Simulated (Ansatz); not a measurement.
A computed series for HfO2: response to strain

Take HfO$_{2}$ (space group Pca2_1, No. 29) as the base.

```
CELL_PARAMETERS angstrom
      5.24718     0.00000     0.00000
      0.00000     5.03060     0.00000
      0.00000     0.00000     5.05984
ATOMIC_POSITIONS crystal
  Hf 0.03246 0.26701 0.24857
  Hf 0.96754 0.73299 0.74857
  Hf 0.53246 0.73299 0.24857
  Hf 0.46754 0.26701 0.74857
  O  0.36706 0.06999 0.10889
  O  0.63294 0.93001 0.60889
  O  0.86706 0.93001 0.10889
  O  0.13294 0.06999 0.60889
  O  0.23211 0.53888 0.99853
  O  0.76789 0.46112 0.49853
  O  0.73211 0.46112 0.99853
  O  0.26789 0.53888 0.49853
```

Cartesian axes are those of the cell as printed.

Strains are applied to the cell and any free atomic positions relax; under biaxial strain the out-of-plane vector relaxes too.

Computed with Ansatz (an electronic-structure program) r2SCAN, scalar-relativistic without spin-orbit coupling, earlier PAW set.

Candidates:
(a) biaxial strain −2.03 %, plane normal [001], relaxed out of plane
(b) isotropic strain −3.29 %
(c) uniaxial strain ε_zz = +4.83 %
(d) biaxial strain +2.05 %, plane normal [001], relaxed out of plane

Notes on the quantities. energy relative to the base: free energy F.

Task: Order them by energy relative to the base, lowest first.

Result: (d) biaxial strain +2.05 %, plane normal [001], relaxed out of plane (+13 meV/atom), (a) biaxial strain −2.03 %, plane normal [001], relaxed out of plane (+14 meV/atom), (c) uniaxial strain ε_zz = +4.83 % (+32 meV/atom), (b) isotropic strain −3.29 % (+84 meV/atom)

Whether these cells are dynamically stable was not tested. This is not the structure that HfO2 has at room temperature and ambient pressure.
